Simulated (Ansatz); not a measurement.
# BaAl2O4 (C2, No. 5, 14 atoms in the cell; start mp-1228007; another space group than a measured phase of this formula): band gap by level of theory

No measured value is used here.

```json
[
 {"level (code)": "LDA (Ansatz)", "value (eV)": "3.87"},
 {"level (code)": "PBEsol+SOC (Ansatz)", "value (eV)": "3.97 (indirect)"},
 {"level (code)": "r²SCAN (Ansatz)", "value (eV)": "4.57"},
 {"level (code)": "r²SCAN+SOC (Ansatz)", "value (eV)": "4.57 (indirect)"},
 {"level (code)": "HSE06 (Ansatz)", "value (eV)": "5.63"}
]
```

Computed values are for a static lattice. Levels without +SOC have no spin–orbit coupling; where heavier elements are present it shifts gaps, mostly down, and can invert bands.  PBEsol+SOC, r²SCAN+SOC: the gap is read on the k mesh or supercell of the run alone and can be too large. Values are at the PBEsol cell. Cutoffs and k meshes differ between the levels. Ansatz's density-functional and Hartree–Fock values are scalar-relativistic unless marked +SOC, with PAW data made under PBE.

A start named mp-… is a Materials Project structure, which need not be a measured phase.

Ansatz is a first-principles code.
